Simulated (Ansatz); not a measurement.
## Carrier properties of Si (Fd-3m)

Here is the system:

```yaml
crystal:
  lattice:
    - [0.00000, 2.73490, 2.73490]
    - [2.73490, 0.00000, 2.73490]
    - [2.73490, 2.73490, 0.00000]
  atoms:
    - { symbol: Si, position: [0.25000, 0.25000, 0.25000] }
    - { symbol: Si, position: [0.00000, 0.00000, 0.00000] }
```

Computed with PBE, rigid bands (plane waves, PAW, scalar-relativistic; Ansatz, a first-principles code). Condition of this run: functional PBE, cell relaxed with it. How the cell was made: cell and atoms relaxed with PBE.

```yaml
band_gap: 0.61 eV
electron conductivity mass (300 K, dilute): 0.29 mₑ
hole conductivity mass (300 K, dilute): 0.33 mₑ
effective density of states N_c (300 K): 3.0e19 cm⁻³
effective density of states N_v (300 K): 3.4e19 cm⁻³
density_of_states_mass_electrons: 1.14 mₑ
density_of_states_mass_holes: 1.21 mₑ
Seebeck coefficient, n-type 1e19 cm⁻³, 300 K: -312 μV/K
Seebeck coefficient, p-type 1e19 cm⁻³, 300 K: 320 μV/K
best p-type power factor at 300 K for τ = 10 fs (best axis; densities from 1e16 to 1e21 cm⁻³ tried, whether or not they can be reached): 16.4 μW/(cm·K²) at 1e20 cm⁻³
```

Rigid bands; masses and Seebeck coefficients take one relaxation time τ for all states and one kind of carrier; polarons and phonon drag are left out. Spin-orbit coupling is left out; where it splits the top of the valence band, N_v and the p-type Seebeck coefficient come out somewhat high without it.
